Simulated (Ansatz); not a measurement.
**Quick settings and what they miss: Ti₃Sn (Cmcm, 8 atoms in the cell)**

Self-consistent single point.

```
Ti3Sn
1.0
    2.90479    -5.31888     0.00000
    2.90479     5.31888     0.00000
    0.00000     0.00000     4.80497
Ti Sn
6 2
Cartesian
  2.90479   3.41398   3.60373
  2.90479  -3.41398   1.20124
  1.40127   0.77879   3.60373
  4.40831  -0.77879   1.20124
  1.40127  -0.77879   1.20124
  4.40831   0.77879   3.60373
  2.90479  -1.77970   3.60373
  2.90479   1.77970   1.20124
```

Level of theory: PBEsol, PAW files made with PBE (plane waves; Ansatz, an electronic-structure program).

Base settings: basis.ecutwfc = 420 eV; kpoints.mp_grid.grid = 5 5 6; hamiltonian.xc = pbesol; hamiltonian.pseudopotentials = {kind: paw} (the program's default PAW files); scf.occupations.method = gaussian; scf.occupations.width = 0.05 eV.

Tight run (finer mesh or higher cutoff; not a proven limit): basis.ecutwfc: 420 eV → 590 eV; kpoints.mp_grid.grid: 5 5 6 → 7 7 9; scf.convergence.dr2_threshold: default (1e-07 eV) → 1e-09 eV. It gave Fermi level (on the code's own zero) 13.34 eV; pressure -7.59 GPa; largest force (vector length) 0.107 eV/Å.

Quick runs, as changes from the base:
- A: the base itself
- B: basis.ecutwfc: 420 eV → 335 eV; kpoints.mp_grid.grid: 5 5 6 → 2 2 2; scf.occupations.method: gaussian → cold; scf.occupations.width: 0.05 eV → 0.272 eV; kpoints.mp_grid.shift: default → 0.5 0.5 0.5
- C: kpoints.mp_grid.grid: 5 5 6 → 4 4 4; scf.occupations.method: gaussian → cold; scf.occupations.width: 0.05 eV → 0.136 eV; kpoints.mp_grid.shift: default → 0.5 0.5 0.5; scf.convergence.dr2_threshold: default (1e-07 eV) → 0.001 eV
- D: basis.ecutwfc: 420 eV → 210 eV; kpoints.mp_grid.grid: 5 5 6 → 2 2 2; scf.occupations.method: gaussian → cold; scf.occupations.width: 0.05 eV → 0.2 eV; scf.convergence.dr2_threshold: default (1e-07 eV) → 0.0001 eV
- E: basis.ecutwfc: 420 eV → 250 eV; kpoints.mp_grid.grid: 5 5 6 → 1 1 1; scf.occupations.method: gaussian → fermi_dirac; scf.occupations.width: 0.05 eV → 0.5 eV

Energies are extrapolated to zero smearing width, which holds to low order in the width alone.

The count of work is k-points × plane waves × bands × iterations; it is no time. 

Pressures in the table are Ansatz's without its Pulay estimate, at a fixed set of plane waves; the tight run's value above holds the estimate.

The starting cell comes from a database of computed structures (which also holds hypothetical and non-ambient phases and stackings), without a prior relaxation at this level. Its lattice was rescaled by a random factor within 2.5 % of one. Spin polarisation is off. In the base run, with a pressure of about -8 GPa the cell is away from its equilibrium volume at this level.

```csv
run,energy less tight (meV/atom),pressure less tight (GPa),largest miss in a force vector (eV/Å),count of work / tight
A,1.5,0.00,0.025,0.21
B,1.6,-0.75,0.205,0.0096
C,5.3,0.06,0.065,0.045
D,2230.4,-101.58,0.680,0.011
E,414.6,-28.95,1.301,0.0033
```

Among the runs at the tight run's level, the energy misses run from 1.5 to 2230.4 meV/atom.

Left out of this page: 1 run of the series outside the window shown, repeating another row's setting, or not comparable.

Keys are those of Ansatz 0.2.
